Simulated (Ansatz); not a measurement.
AlP (F-43m) under hydrostatic pressure: band gap by PBEsol with spin-orbit coupling, rigid bands (plane waves, PAW; Ansatz, an electronic-structure program). The unloaded cell, whose axes the loads refer to:

```
AlP
1.0
    0.00000     2.73525     2.73525
    2.73525     0.00000     2.73525
    2.73525     2.73525     0.00000
Al P
1 1
Cartesian
  0.00000   0.00000   0.00000
  4.10287   4.10287   4.10287
```

```csv
hydrostatic pressure (GPa),volume per atom (Å³),band gap (eV)
-2,20.96,1.478
0,20.46,1.433
2,20.02,?
5,19.43,1.327
10,18.61,1.233
```

### Question
Fit a straight line to band gap against the load over the rows given, and predict the row at 2 GPa.

### Answer
The means are x̄ = 3.250 GPa and ȳ = 1.3678; Σ(x − x̄)(y − ȳ) = -1.772 and Σ(x − x̄)² = 86.75, so the slope is -20.4 meV per GPa, and the rows given lie within 5.0 meV of the line. At 2 GPa the line gives 1.393 eV; the calculation gives 1.391 eV, 0.16 % from it.

### Question
With all rows, what volume deformation potential dE_g/d ln V follows?

### Answer
A line through E_g against ln V has the slope 2.1 eV, so the gap narrows under compression.

 Stresses and pressures are the targets of the relaxation. The structure type is held at every load. Geometry: cell and atoms relaxed with PBEsol.
